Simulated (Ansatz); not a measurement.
**What pressure 0.7 GPa does to Cs2AgBiBr6**

Base system: Cs₂AgBiBr₆ (space group Fm-3m, No. 225; a = 11.187 Å).

Perturbation: cell and atoms relaxed at a pressure of 0.7 GPa.

Level of theory: PBEsol (Ansatz, a quantum-chemistry and plane-wave program, PAW, scalar-relativistic without spin-orbit coupling). k-mesh 5×5×5 (Γ-centred); smearing 0.05 eV (Fermi–Dirac).

Volume per atom: 34.15 Å³ (base 35.00 Å³)
Density: 5.16 g/cm³ (base 5.04 g/cm³)
Lattice parameter a: 11.096 Å (base 11.187 Å)
Shortest interatomic distance: 2.724 Å (base 2.753 Å)
Enthalpy H = E + PV relative to the base's energy: +0.15 eV/atom
Band gap: 1.05 eV (base 1.10 eV)
Gap character: indirect, X → L (base indirect, X → L)
Smallest direct gap: 2.25 eV (base 2.23 eV)
Mean gap deformation potential ΔEg/Δln V: +1.8 eV
Width of the top valence band: 1.34 eV (base 1.27 eV)
Electron mass: 0.36 mₑ along k, 0.25 mₑ across (at L) (base 0.36 mₑ along k, 0.25 mₑ across (at L))
Hole mass: 0.16 mₑ along k, 0.65 mₑ across (at X) (base 0.17 mₑ along k, 0.69 mₑ across (at X))

Final structure:

```xyz
10
Lattice="0.0000 5.5479 5.5479 5.5479 0.0000 5.5479 5.5479 5.5479 0.0000" Properties=species:S:1:pos:R:3 pbc="T T T"
Bi     0.0000     0.0000     0.0000
Ag     5.5479     5.5479     5.5479
Cs     2.7739     2.7739     2.7739
Cs     8.3218     8.3218     8.3218
Br     5.5479     2.8241     5.5479
Br     8.2717     5.5479     5.5479
Br     5.5479     8.2717     5.5479
Br     2.8241     5.5479     5.5479
Br     5.5479     5.5479     2.8241
Br     5.5479     5.5479     8.2717
```

Cost of the whole job for the changed cell (relaxation, final SCF and bands): about 80 core-seconds (a rough figure).

Spin-orbit coupling, missing from the scalar runs, can matter with Bi. Load acts through the strain it causes; cell and atoms are relaxed under it. Effective masses come from finite differences of ±0.01 Å⁻¹. Along k means along the line from Γ to the band edge. Whether these cells are dynamically stable was not tested.
